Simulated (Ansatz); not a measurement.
Effect of x(Rh) = 0.6, 6 atoms, Cmmm on YCo5

Take YCo5 (space group P6/mmm, No. 191; a = 4.839 Å, c = 3.895 Å; ferromagnetic) as the base.

The other end (x = 1) is YRh5 (space group P6/mmm, No. 191; a model cell): 16.34 Å³/atom, gap zero.

It is then changed as follows: a fraction x = 0.6 of the Co sites is given to Rh, ordered in a cell of 6 atoms (starting symmetry Cmmm) and fully relaxed.

Calculations: Ansatz (a program for electronic structure) PBEsol, scalar-relativistic without spin-orbit coupling. Settings: 11×11×11 k-points, 0.05 eV Fermi–Dirac smearing, for the changed cell.

| quantity | base | changed | shift |
|---|---|---|---|
| volume per atom | 13.16 Å³ | 15.09 Å³ | +1.924 Å³ |
| density | 8.06 g/cm³ | 9.46 g/cm³ | +1.391 g/cm³ |
| shortest interatomic distance | 2.397 Å | 2.425 Å | +0.028 Å |
| band gap | zero | zero | – |
| magnetic state | ferromagnetic | ferromagnetic | – |
| largest site moment | 1.52 μB | 1.36 μB | -0.16 μB |
| mixing energy (to 0.01 eV only: unlike meshes or grids) | – | 0.00 eV/atom | – |
| deviation of the volume from the linear (Vegard-type) interpolation | – | +0.1 % | – |

Other magnetic orders, which the real material may have, were not ruled out. Each cell is one ordered arrangement of few atoms, which overstates ordering effects compared with a random alloy. No phonon test of stability was made. Spin-polarised in the final run: YCo2Rh3 and base; the other runs are not.
